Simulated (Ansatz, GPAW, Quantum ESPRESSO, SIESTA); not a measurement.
# SrAg3Pd2 (P1, 6 atoms in the cell) computed with different codes at matched settings

Self-consistent single point, at a second geometry (atoms moved at random). First geometry:

```xyz
6
Lattice="5.5486 0.0000 0.0000 -2.7743 4.8052 0.0000 0.0000 0.0000 4.5562" Properties=species:S:1:pos:R:3 pbc="T T T"
Sr     0.0000     0.0000     0.0000
Ag     2.7743     0.0000     2.2781
Ag     1.3871     2.4026     2.2781
Ag    -1.3871     2.4026     2.2781
Pd     0.0000     3.2035     0.0000
Pd     2.7743     1.6017     0.0000
```

Second geometry:
```
CELL_PARAMETERS angstrom
      5.54858     0.00000     0.00000
     -2.77429     4.80521     0.00000
      0.00000     0.00000     4.55616
ATOMIC_POSITIONS crystal
  Sr 0.00547 0.00710 0.98430
  Ag 0.50177 0.00854 0.50872
  Ag 0.49857 0.49794 0.51063
  Ag 0.99230 0.48207 0.49729
  Pd 0.33333 0.67005 0.00093
  Pd 0.66856 0.33430 0.99812
```

Shared settings, as Ansatz (a first-principles code) writes them: kpoints.mp_grid.grid = 6 6 6; scf.occupations.method = gaussian; scf.occupations.width = 0.2 eV. Potentials and cutoffs stand in the table.

```csv
code,model,ΔF from the first geometry (meV/atom),pressure (GPa),largest force (eV/Å),cutoff
GPAW,"PBEsol, GPAW PAW datasets PBEsol (made by gpaw-setup)",10.2,-2.60,0.801,550 eV
Ansatz,"PBEsol, PAW files made with PBE",10.3,-2.78,0.805,default
Quantum ESPRESSO,"PBEsol, GBRV 1.5 ultrasoft (PBESOL) pseudopotentials",10.3,-3.34,0.815,40 Ry
SIESTA,"GGA PBEsol, numerical atomic orbitals DZP, PseudoDojo PBEsol standard norm-conserving potentials (rewritten from UPF to PSML)",13.2,-0.63,0.947,grid 400 Ry
```

Size of the force on each atom (eV/Å): Sizes of forces hide their directions.

| code | Sr1 | Ag2 | Ag3 | Ag4 | Pd5 | Pd6 |
|---|---|---|---|---|---|---|
| GPAW | 0.203 | 0.801 | 0.445 | 0.635 | 0.177 | 0.316 |
| Ansatz | 0.199 | 0.805 | 0.446 | 0.638 | 0.177 | 0.317 |
| Quantum ESPRESSO | 0.199 | 0.815 | 0.452 | 0.644 | 0.181 | 0.324 |
| SIESTA | 0.365 | 0.947 | 0.563 | 0.758 | 0.216 | 0.384 |

On Ansatz's run: spin polarisation is off.

The spread over the programs that give each value: ΔF from the first geometry within 3.0 meV/atom; pressure within 2.71 GPa; largest force within 0.146 eV/Å.

SIESTA uses small atom-centred bases, whose incompleteness enters pressures, forces and empty levels differently from a plane-wave cutoff. Ansatz's pressure is given at a fixed set of plane waves, as the other plane-wave codes print theirs; with its correction for the finite basis it is -2.73 GPa. In the pressure, SIESTA (by 2.15) lies more than 1 GPa from the median of the plane-wave programs. In the force vectors, SIESTA (by 0.168) lies more than 0.08 eV/Å from the median of the plane-wave programs.

The starting cell comes from a database of computed structures (which also holds hypothetical and non-ambient phases and stackings), without a prior relaxation at this level. For this run, on top of that: atoms moved at random.

Keys are those of Ansatz 0.2.
